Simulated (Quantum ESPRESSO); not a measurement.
**Several settings converged on As (R-3m, 2 atoms in the cell)**

```yaml
crystal:
  lattice:
    - [1.88940, -1.09085, 3.53425]
    - [0.00000, 2.18169, 3.53425]
    - [-1.88940, -1.09085, 3.53425]
  atoms:
    - { symbol: As, position: [0.23172, 0.23172, 0.23172] }
    - { symbol: As, position: [0.77300, 0.77300, 0.77300] }
```

Base method: PBE, GBRV 1.5 ultrasoft (PBE) pseudopotentials (plane waves; Quantum ESPRESSO).

Base settings: ecutwfc = 40 Ry; ecutrho = 200 Ry; occupations = smearing; smearing = fd; degauss = 0.0073499 Ry; potentials = {As: as_pbe_v1.uspp.F.UPF}; K_POINTS = automatic 9 9 9 0 0 0; conv_thr = 1e-10 Ry; mixing_beta = 0.7.

The count of work is k-points × plane waves × bands × iterations; it is no time. 

**The k-point mesh at a smearing width of 0.02 eV**

In this ladder: degauss = 0.00147 Ry.

Only quantities that move along the ladder and can be compared are tabulated.

| K_POINTS | free energy less the last step's (meV/atom) | pressure (GPa) | largest difference of a force vector from the last step's (eV/Å) | count of work / last |
|---|---|---|---|---|
| automatic 4 4 4 0 0 0 | -27.86 | 1.41 | 0.314 | 0.0088 |
| automatic 5 5 5 0 0 0 | -20.20 | 1.02 | 0.156 | 0.013 |
| automatic 7 7 7 0 0 0 | -10.67 | 1.21 | 0.031 | 0.030 |
| automatic 8 8 8 0 0 0 | -7.07 | 1.15 | 0.040 | 0.044 |
| automatic 10 10 10 0 0 0 | -2.95 | 1.25 | 0.021 | 0.079 |
| automatic 14 14 14 0 0 0 | -0.46 | 1.32 | 0.014 | 0.20 |
| automatic 20 20 20 0 0 0 | 0.34 | 1.34 | 0.005 | 0.53 |
| automatic 25 25 25 0 0 0 | 0.00 | 1.33 | 0.000 | 1.0 |

Coarsest K_POINTS that holds the free energy within 2 meV/atom of the last step, with all finer ones: automatic 14 14 14 0 0 0, at 0.20 of the last step's count of work; the step before is off by 2.9 meV/atom.

Coarsest K_POINTS that holds the forces within 0.01 eV/Å of the last step, with all finer ones: automatic 20 20 20 0 0 0; the step before is off by 0.014 eV/Å.

Coarsest K_POINTS that holds the pressure within 0.2 GPa of the last step, with all finer ones: automatic 7 7 7 0 0 0, at 0.030 of the last step's count of work; the step before is off by 0.31 GPa.

**The width of Gaussian smearing**

In this ladder: smearing = gauss; K_POINTS = automatic 15 15 15 0 0 0.

Narrow widths need finer meshes than wide ones, so the last steps can hold mesh noise.

Only quantities that move along the ladder and can be compared are tabulated; pressure and forces are left out, as mesh noise rules them at narrow widths.

| degauss | free energy less the last step's (meV/atom) | energy extrapolated to zero width less the last step's (meV/atom) |
|---|---|---|
| 0.073499 Ry | -55.03 | 16.02 |
| 0.036749 Ry | -9.42 | 2.29 |
| 0.02205 Ry | -2.67 | 0.57 |
| 0.0147 Ry | -0.98 | 0.21 |
| 0.0073499 Ry | -0.16 | 0.03 |
| 0.0036749 Ry | 0.00 | 0.00 |

Widest degauss that holds the free energy within 5 meV/atom of the last step, with all finer ones: 0.02205 Ry; the step before is off by 9.4 meV/atom.

Widest degauss that holds the energy extrapolated to zero width within 0.5 meV/atom of the last step, with all finer ones: 0.0147 Ry; the step before is off by 0.57 meV/atom.

The extrapolation to zero width removes most of the smearing's effect on the energy.

**The SCF threshold**

The mesh stays at the base's, so the ladder's end is converged at best in this setting alone.

Only quantities that move along the ladder and can be compared are tabulated.

| conv_thr | free energy less the last step's (meV/atom) | pressure (GPa) | largest difference of a force vector from the last step's (eV/Å) | count of work / last |
|---|---|---|---|---|
| 0.0073 Ry | 0.76 | 1.45 | 0.023 | 0.18 |
| 0.00073 Ry | 0.23 | 1.25 | 0.013 | 0.27 |
| 7.3e-05 Ry | 0.23 | 1.25 | 0.013 | 0.27 |
| 7.3e-07 Ry | 0.00 | 1.25 | 0.001 | 0.45 |
| 7.3e-09 Ry | 0.00 | 1.26 | 0.000 | 0.64 |
| 1e-10 Ry | 0.00 | 1.25 | 0.000 | 0.73 |
| 7.3e-12 Ry | 0.00 | 1.25 | 0.000 | 0.82 |
| 7.3e-14 Ry | 0.00 | 1.25 | 0.000 | 1.0 |

Coarsest conv_thr that holds the pressure within 0.1 GPa of the last step, with all finer ones: 0.00073 Ry, at 0.27 of the last step's count of work; the step before is off by 0.19 GPa.

Coarsest conv_thr that holds the forces within 0.02 eV/Å of the last step, with all finer ones: 0.00073 Ry, at 0.27 of the last step's count of work; the step before is off by 0.023 eV/Å.

Coarsest conv_thr that holds the free energy within 0.5 meV/atom of the last step, with all finer ones: 0.00073 Ry, at 0.27 of the last step's count of work; the step before is off by 0.76 meV/atom.

On the base run: the starting cell has typed, rounded lattice constants, without a prior relaxation at this level. Its lattice was rescaled by up to half a per cent. One atom was moved a little off its site on purpose.

Left out of this page: 2 runs of the series outside the window shown, repeating another row's setting, or not comparable.
